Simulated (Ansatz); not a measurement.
# Σ25 (001) twist, annealed from start 1, in Ge (diamond structure)

Prepared with Tersoff's 1989 multicomponent potential (SiCGe.tersoff) run with LAMMPS: 40 ps at 1300 K, cooling over 40 ps and minimisation with the cell free along the normal, at the potential's lattice parameter; then scaled to the PBE one. Geometry as solved with PBE, support functions at accuracy medium on the grid of 370 eV (Ansatz, an electronic-structure program).

```xyz
484
Lattice="20.37 0.00 0.00 0.00 20.37 0.00 0.00 0.00 28.78" Properties=species:S:1:pos:R:3 pbc="T T T"
Ge    14.31     0.82     0.54
Ge    16.13     1.70     2.02
Ge    18.10     2.27     0.56
Ge    19.30     4.11     1.88
Ge    17.28     0.10     3.57
Ge    18.97     1.36     4.95
Ge     8.88     1.48     0.74
Ge    10.38     2.77     2.22
Ge    11.72     4.36     0.81
Ge    13.68     5.29     2.07
Ge    14.86     6.99     0.32
Ge    16.96     7.48     1.88
Ge    18.90     8.69     0.61
Ge     0.07     9.99     2.07
Ge    11.64     1.02     3.54
Ge    13.33     2.21     4.94
Ge    14.90     3.46     3.38
Ge    16.51     4.60     4.95
Ge    18.08     5.77     3.38
Ge    19.71     7.03     4.92
Ge    19.77     0.19     0.60
Ge     1.37     0.80     2.09
Ge     3.03     1.77     0.55
Ge     4.56     3.18     2.09
Ge     6.12     4.51     0.72
Ge     7.71     5.69     2.36
Ge     9.12     7.32     1.17
Ge    11.21     8.14     2.36
Ge    13.14     8.93     0.93
Ge    14.56    10.60     2.14
Ge    16.24    11.75     0.62
Ge    17.79    13.17     2.04
Ge    19.32    14.59     0.61
Ge     0.65    15.61     2.19
Ge     5.92     1.70     3.59
Ge     7.48     2.93     5.15
Ge     9.09     4.18     3.76
Ge    10.79     5.37     5.17
Ge    12.46     6.57     3.78
Ge    14.14     7.86     5.06
Ge    15.83     9.03     3.57
Ge    17.44    10.30     4.99
Ge    19.07    11.56     3.51
Ge     0.25    12.74     5.10
Ge     0.63     5.28     0.43
Ge     2.09     6.48     2.14
Ge     3.58     7.83     0.73
Ge     5.24     8.65     2.43
Ge     7.29     9.14     1.15
Ge     8.60    11.05     2.05
Ge    10.00    13.75     0.27
Ge    11.87    13.91     2.09
Ge    13.59    15.01     0.72
Ge    15.17    16.41     2.11
Ge    16.58    17.80     0.61
Ge    18.42    18.92     1.97
Ge     0.23     2.58     3.48
Ge     1.78     3.76     5.06
Ge     3.40     4.89     3.57
Ge     4.95     6.03     5.21
Ge     6.60     7.25     3.92
Ge     8.36     8.59     5.13
Ge    10.02     9.82     3.69
Ge    11.64    11.09     5.08
Ge    13.18    12.24     3.47
Ge    14.86    13.53     4.88
Ge    16.51    14.78     3.49
Ge    18.17    16.03     4.94
Ge    19.75    17.32     3.48
Ge     1.04    18.45     5.01
Ge     1.73    11.38     0.63
Ge     3.19    12.48     2.28
Ge     4.48    14.29     1.17
Ge     6.54    14.88     2.36
Ge     8.40    15.75     0.91
Ge     9.74    17.27     2.31
Ge    11.29    18.42     0.70
Ge    12.89    19.76     2.09
Ge     1.05     8.25     3.58
Ge     2.68     9.45     5.06
Ge     4.34    10.67     3.61
Ge     5.98    11.87     5.06
Ge     7.63    12.99     3.52
Ge     9.23    14.32     5.01
Ge    10.93    15.59     3.68
Ge    12.50    16.86     5.09
Ge    14.06    18.09     3.59
Ge    15.72    19.25     5.05
Ge     2.84    16.23     1.17
Ge     4.16    18.00     2.26
Ge     5.94    19.02     0.73
Ge     7.30     0.13     2.19
Ge     1.84    14.00     3.71
Ge     3.54    15.23     5.09
Ge     5.31    16.48     3.82
Ge     6.86    17.73     5.23
Ge     8.44    18.88     3.69
Ge    10.06    20.15     5.05
Ge     2.69    19.62     3.55
Ge     4.27     0.53     5.03
Ge    14.52     0.58     6.44
Ge    16.16     1.78     7.92
Ge    17.76     3.00     6.43
Ge    19.35     4.23     7.95
Ge    17.41     0.18     9.38
Ge    19.00     1.47    10.90
Ge     8.79     1.32     6.53
Ge    10.45     2.55     7.94
Ge    12.09     3.74     6.50
Ge    13.72     4.99     7.95
Ge    15.33     6.21     6.48
Ge    16.98     7.40     7.93
Ge    18.59     8.64     6.47
Ge    20.22     9.87     7.95
Ge    11.71     1.00     9.41
Ge    13.37     2.21    10.90
Ge    14.98     3.40     9.42
Ge    16.57     4.53    11.04
Ge    18.15     5.81     9.49
Ge    19.85     7.07    10.84
Ge    20.23    20.14     6.44
Ge     1.45     0.98     7.98
Ge     3.07     2.17     6.52
Ge     4.66     3.34     8.10
Ge     6.28     4.52     6.65
Ge     7.94     5.83     8.00
Ge     9.61     7.02     6.59
Ge    11.28     8.26     7.97
Ge    12.90     9.47     6.49
Ge    14.55    10.69     7.89
Ge    16.12    11.93     6.37
Ge    17.76    13.17     7.83
Ge    19.39    14.43     6.44
Ge     0.65    15.66     7.92
Ge     5.93     1.70     9.51
Ge     7.56     2.99    10.89
Ge     9.16     4.14     9.34
Ge    10.74     5.39    10.75
Ge    12.48     6.61     9.41
Ge    14.24     7.79    10.77
Ge    15.80     9.07     9.33
Ge    17.43    10.28    10.80
Ge    18.98    11.56     9.32
Ge     0.21    12.86    10.75
Ge     0.58     5.46     6.46
Ge     2.22     6.67     7.96
Ge     3.87     7.83     6.54
Ge     5.54     9.04     7.98
Ge     7.18    10.26     6.54
Ge     8.81    11.51     7.97
Ge    10.44    12.73     6.51
Ge    12.14    13.95     7.86
Ge    13.75    15.16     6.40
Ge    15.36    16.39     7.84
Ge    17.00    17.64     6.46
Ge    18.62    18.91     7.91
Ge     0.25     2.65     9.42
Ge     1.86     3.88    10.92
Ge     3.46     5.09     9.46
Ge     5.12     6.31    10.91
Ge     6.79     7.49     9.49
Ge     8.43     8.73    10.97
Ge    10.03     9.87     9.41
Ge    11.67    11.05    10.85
Ge    13.29    12.28     9.34
Ge    14.99    13.44    10.70
Ge    16.56    14.77     9.29
Ge    18.13    16.06    10.72
Ge    19.84    17.31     9.40
Ge     1.04    18.58    10.96
Ge     1.47    11.09     6.51
Ge     3.10    12.34     7.93
Ge     4.75    13.55     6.48
Ge     6.35    14.78     7.96
Ge     8.03    15.97     6.52
Ge     9.64    17.26     7.93
Ge    11.24    18.51     6.48
Ge    12.87    19.74     7.89
Ge     1.10     8.32     9.45
Ge     2.75     9.61    10.90
Ge     4.35    10.73     9.38
Ge     5.95    11.94    10.88
Ge     7.60    13.16     9.41
Ge     9.39    14.40    10.64
Ge    10.97    15.63     9.23
Ge    12.54    16.86    10.70
Ge    14.12    18.05     9.22
Ge    15.69    19.28    10.67
Ge     2.28    16.87     6.49
Ge     3.87    18.12     7.95
Ge     5.50    19.34     6.54
Ge     7.13     0.16     7.98
Ge     1.89    14.03     9.33
Ge     3.47    15.34    10.78
Ge     5.13    16.49     9.34
Ge     6.74    17.66    10.86
Ge     8.36    18.89     9.39
Ge     9.99    20.19    10.76
Ge     2.67    19.73     9.45
Ge     4.34     0.44    10.98
Ge    14.74     0.58    12.25
Ge    16.43     1.21    14.08
Ge    17.80     2.90    12.59
Ge    19.53     4.29    14.03
Ge     8.85     1.42    12.34
Ge    10.50     2.76    13.75
Ge    12.07     3.92    12.22
Ge    13.25     5.57    13.70
Ge    15.40     6.26    12.43
Ge    17.30     7.40    13.75
Ge    18.75     8.76    12.29
Ge    20.38    10.13    13.69
Ge    20.13    20.22    12.42
Ge     1.50     1.14    13.85
Ge     3.10     2.17    12.27
Ge     4.66     3.36    13.80
Ge     6.27     4.59    12.32
Ge     7.64     5.91    13.89
Ge     9.49     6.92    12.32
Ge    11.65     7.58    13.40
Ge    12.93     9.33    12.18
Ge    14.61    10.38    13.69
Ge    16.12    11.82    12.25
Ge    17.69    13.12    13.66
Ge    19.26    14.43    12.20
Ge     0.23    15.93    13.64
Ge     0.65     5.55    12.41
Ge     2.39     6.84    13.73
Ge     4.08     8.06    12.40
Ge     5.50     9.57    14.06
Ge     7.30    10.43    12.52
Ge     8.48    12.35    13.76
Ge    10.44    12.77    12.22
Ge    12.30    13.78    13.50
Ge    13.81    15.13    12.02
Ge    15.33    16.33    13.52
Ge    16.91    17.70    12.13
Ge    18.06    19.35    13.62
Ge     1.55    11.40    12.24
Ge     2.98    12.96    13.62
Ge     4.83    13.78    12.16
Ge     6.88    14.52    13.44
Ge     8.21    16.04    12.05
Ge     9.80    17.31    13.51
Ge    11.32    18.57    12.05
Ge    12.91    19.84    13.49
Ge     2.19    16.86    12.35
Ge     3.77    17.68    14.18
Ge     5.50    19.10    12.53
Ge     7.27     0.08    13.75
Ge    15.24     6.85    16.79
Ge    15.96     8.79    15.23
Ge    17.66    10.13    16.59
Ge    17.15     5.45    17.69
Ge    18.07     7.16    19.39
Ge     9.07     4.35    15.16
Ge    10.04     6.18    16.66
Ge    10.77     8.29    15.54
Ge    12.38     9.73    16.74
Ge    13.25    11.78    15.25
Ge    14.87    13.07    16.60
Ge    16.28    14.61    15.09
Ge    11.81     5.16    18.02
Ge    12.85     6.70    19.75
Ge    13.89     8.33    18.22
Ge    15.17     9.94    19.60
Ge    16.31    11.57    18.05
Ge    17.67    13.07    19.46
Ge     2.49    19.65    15.18
Ge     0.88     2.58    17.84
Ge     1.04     3.18    15.35
Ge     3.14     4.96    15.22
Ge     5.50     6.00    15.90
Ge     6.36     8.38    16.36
Ge     8.50     9.47    15.19
Ge     8.95    11.72    16.37
Ge    11.21    13.29    16.04
Ge    11.81    15.88    17.05
Ge    11.68    16.02    14.56
Ge    13.58    17.80    17.00
Ge    13.60    17.72    14.57
Ge    17.57    16.11    16.55
Ge     5.97     4.36    17.90
Ge     7.16     5.82    19.49
Ge     8.29     7.43    17.96
Ge     9.46     9.11    19.44
Ge    10.70    10.86    18.10
Ge    11.95    12.45    19.54
Ge    13.23    14.12    18.17
Ge    14.55    15.66    19.59
Ge    15.78    17.19    18.02
Ge    18.61     6.07    15.56
Ge     0.25     7.38    16.59
Ge     1.56     8.80    15.11
Ge     3.02    10.47    16.59
Ge     4.50    11.81    15.17
Ge     5.52    13.90    16.53
Ge     6.06    16.00    15.21
Ge     7.72    17.46    16.60
Ge     8.86    19.02    15.09
Ge    10.50     0.07    16.49
Ge    12.07     1.30    15.04
Ge    13.65     4.87    16.16
Ge    19.23     1.89    19.23
Ge     1.38     4.65    19.27
Ge     2.34     6.30    17.68
Ge     3.69     7.91    19.24
Ge     4.93     9.64    17.99
Ge     6.17    11.39    19.37
Ge     7.40    13.02    17.88
Ge     8.60    14.69    19.42
Ge     9.63    16.50    18.09
Ge    10.95    18.06    19.55
Ge    12.22    19.57    18.07
Ge    13.70     1.08    18.91
Ge    14.16     2.25    16.34
Ge    16.99    18.97    19.27
Ge    19.04    11.65    15.15
Ge     0.07    13.21    16.55
Ge     1.62    14.56    15.14
Ge     2.78    16.44    16.41
Ge     4.47     0.10    16.59
Ge     5.95     1.65    15.20
Ge     7.57     2.95    16.61
Ge    19.33     8.88    18.10
Ge     0.35    10.48    19.45
Ge     1.63    12.00    18.02
Ge     2.84    13.72    19.46
Ge     4.15    15.30    18.10
Ge     5.30    17.18    19.43
Ge     6.22    18.96    17.93
Ge     7.71     0.11    19.40
Ge     9.13     1.60    17.96
Ge    10.49     3.35    19.27
Ge    19.11    17.56    15.05
Ge     0.17    19.08    16.40
Ge    18.98    14.66    18.00
Ge    20.20    16.29    19.43
Ge     1.31    17.77    18.11
Ge     2.12    19.64    19.62
Ge     3.02     1.21    18.28
Ge    18.89    20.14    18.04
Ge     4.60     2.73    19.42
Ge    14.85     5.46    20.83
Ge    15.65     7.05    22.72
Ge    16.75     8.55    21.04
Ge    18.01    10.12    22.48
Ge    16.17     4.33    25.70
Ge    17.02     6.62    25.00
Ge     8.85     4.56    20.82
Ge     9.99     6.18    22.36
Ge    11.08     7.92    20.97
Ge    12.24     9.58    22.46
Ge    13.53    11.16    21.02
Ge    14.81    12.76    22.46
Ge    16.07    14.27    20.94
Ge    11.67     4.96    23.86
Ge    12.85     6.58    25.42
Ge    13.87     8.33    23.89
Ge    14.93     9.99    25.41
Ge    16.37    11.43    23.91
Ge    17.66    13.14    25.20
Ge     0.27     0.48    20.93
Ge     1.57     2.15    22.40
Ge     2.94     3.72    20.97
Ge     4.27     5.34    22.27
Ge     5.40     6.95    20.81
Ge     6.58     8.62    22.28
Ge     7.82    10.30    20.90
Ge     9.06    11.98    22.35
Ge    10.30    13.65    20.95
Ge    11.58    15.33    22.32
Ge    12.78    16.94    20.85
Ge    14.16    18.74    21.93
Ge    15.47    20.57    20.60
Ge    17.32    15.96    22.18
Ge     5.90     4.21    23.75
Ge     7.21     5.83    25.18
Ge     8.31     7.45    23.68
Ge     9.48     9.09    25.19
Ge    10.70    10.92    23.93
Ge    11.90    12.84    25.30
Ge    13.29    14.26    23.80
Ge    14.67    16.03    25.07
Ge    15.80    17.48    23.40
Ge    20.12     6.16    20.45
Ge     0.91     7.70    22.05
Ge     2.17     9.31    20.68
Ge     3.39    10.94    22.20
Ge     4.60    12.66    20.86
Ge     5.82    14.41    22.27
Ge     7.03    16.04    20.83
Ge     8.28    17.69    22.31
Ge     9.40    19.38    20.91
Ge    10.79     0.68    22.17
Ge    12.16     2.20    20.69
Ge    13.32     3.97    22.15
Ge    -0.22     3.31    23.84
Ge     1.15     5.16    24.88
Ge     2.57     6.58    23.49
Ge     3.69     8.14    25.04
Ge     5.02     9.88    23.78
Ge     6.28    11.66    25.16
Ge     7.51    13.32    23.77
Ge     8.71    15.03    25.30
Ge    10.00    16.59    23.79
Ge    11.27    18.33    25.12
Ge    12.51    19.84    23.50
Ge    13.83     0.97    25.06
Ge    14.60     3.12    24.11
Ge    17.50    19.04    24.42
Ge    19.18    11.74    20.95
Ge     0.05    13.40    22.31
Ge     1.30    15.01    20.92
Ge     2.53    16.73    22.24
Ge     3.79    18.43    20.96
Ge     4.89    20.18    22.36
Ge     6.16     1.42    20.86
Ge     7.52     2.98    22.27
Ge    19.77     8.77    23.75
Ge     0.54    10.47    25.14
Ge     1.68    12.08    23.61
Ge     2.95    13.69    24.95
Ge     4.11    15.53    23.69
Ge     5.28    17.32    25.00
Ge     6.58    18.92    23.65
Ge     7.73     0.15    25.16
Ge     9.12     1.73    23.72
Ge    10.42     3.23    25.22
Ge    18.52    17.59    20.75
Ge    19.42    19.16    22.48
Ge    18.86    14.73    23.70
Ge    20.20    16.28    25.08
Ge     0.92    17.97    23.64
Ge     1.90    19.60    25.27
Ge     3.18     0.99    23.88
Ge    17.54     2.43    26.82
Ge     4.45     2.78    25.21
Ge    14.28     5.16    27.14
Ge    16.15     8.35    26.85
Ge    17.63    10.18    27.89
Ge     8.83     4.54    26.66
Ge    10.21     6.04    28.14
Ge    11.14     7.90    26.67
Ge    11.85    10.01    27.92
Ge    13.44    11.56    26.71
Ge    14.80    13.28    28.06
Ge    16.25    14.69    26.56
Ge    19.98     2.12    26.13
Ge     1.37     3.14    27.95
Ge     2.95     4.39    26.56
Ge     4.45     5.85    28.13
Ge     5.56     7.19    26.43
Ge     6.16     9.26    27.72
Ge     7.98    10.50    26.61
Ge     9.62    11.31    28.51
Ge    10.71    14.57    26.82
Ge    12.15    16.44    28.04
Ge    13.43    17.73    26.44
Ge    15.16    19.30    27.75
Ge    16.22     0.34    25.93
Ge    17.80    16.22    27.93
Ge    19.53     6.81    25.39
Ge     0.02     7.38    27.73
Ge     1.92     8.98    26.63
Ge     3.58    10.18    28.04
Ge     4.34    12.38    26.55
Ge     4.93    14.59    27.53
Ge     6.72    15.99    26.48
Ge     7.64    17.58    28.10
Ge     9.21    19.07    26.57
Ge    10.46     0.08    28.14
Ge    11.91     1.67    26.60
Ge    13.20     2.99    28.18
Ge    19.19    11.69    26.54
Ge     0.34    13.07    27.97
Ge     1.35    14.85    26.43
Ge     3.03    16.29    27.53
Ge     3.66    18.47    26.52
Ge     4.56     0.02    27.99
Ge     6.07     1.46    26.60
Ge     7.47     2.96    28.06
Ge    18.80    17.92    26.29
Ge    -0.13    20.04    26.86
```
